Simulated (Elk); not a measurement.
Band structure of Ti3In (I4/mmm, 4 atoms in the cell).

```
CELL_PARAMETERS angstrom
     -2.01361     2.01361     4.30186
      2.01361    -2.01361     4.30186
      2.01361     2.01361    -4.30186
ATOMIC_POSITIONS crystal
  Ti 0.75000 0.25000 0.50000
  Ti 0.25000 0.75000 0.50000
  Ti 0.50000 0.50000 0.00000
  In 0.00000 0.00000 0.00000
```

Method of the run: LDA (PW92), all-electron FP-LAPW, Elk's shipped species files, default APW+lo basis run with Elk 10.2.4.

Settings: swidth = 0.00367493 Ha; ngridk = 8 8 8; maxscl = 100.

The starting cell comes from a database of computed structures (which also holds hypothetical and non-ambient phases and stackings), without a prior relaxation at this level. Its lattice was rescaled by a random factor within 2.5 % of one. Spin polarisation is off. Values depend on the basis (sphere radii, cutoffs, local orbitals), which need not be converged.

Levels in eV from the Fermi level, bands 24 to 31:
```
point     24     25     26     27     28    29    30    31
-----  -----  -----  -----  -----  -----  ----  ----  ----
Γ      -1.20  -1.20  -0.92  -0.22   0.32  0.32  0.56  1.60
X      -1.55  -1.54  -1.47  -0.25   0.13  0.29  0.55  1.08
Y      -2.11  -1.16  -0.90  -0.10  -0.08  0.16  0.58  1.26
S      -1.33  -1.09  -0.68  -0.68   0.40  0.81  0.90  1.22
Z      -1.28  -0.92  -0.92  -0.70   0.39  1.07  1.07  1.20
S1     -1.33  -1.09  -0.68  -0.68   0.40  0.81  0.90  1.22
N      -1.38  -1.08  -0.73  -0.44   0.61  0.67  0.72  1.07
P      -1.81  -1.20  -0.58  -0.58  -0.10  0.52  0.52  1.07
Y1     -2.11  -1.16  -0.90  -0.10  -0.08  0.16  0.58  1.26
```

Bands cross the Fermi level along this path, so the cell is metallic at this level.
